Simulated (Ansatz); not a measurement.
Ta, element substitutions

Consider Ta in the bcc (W type) structure (space group Im-3m, No. 229; a = 3.320 Å).

Each row replaces one element on all its sites; cell and atoms are relaxed.

Method: PBE (Ansatz, an electronic-structure program, PAW, spin-orbit coupling left out).

Candidates:
(a) Ta → W
(b) Ta → Nb
(c) Ta → V

Before the change:

The lattice parameter a comes out as 3.320 Å.

Problem. Order them by lattice parameter a, lowest first.

Solution. (c) Ta → V (2.997 Å), (a) Ta → W (3.184 Å), (b) Ta → Nb (3.310 Å)

No phonon test of stability was made. Seeded moments were not kept for Ta → V. The final runs are not spin-polarised.
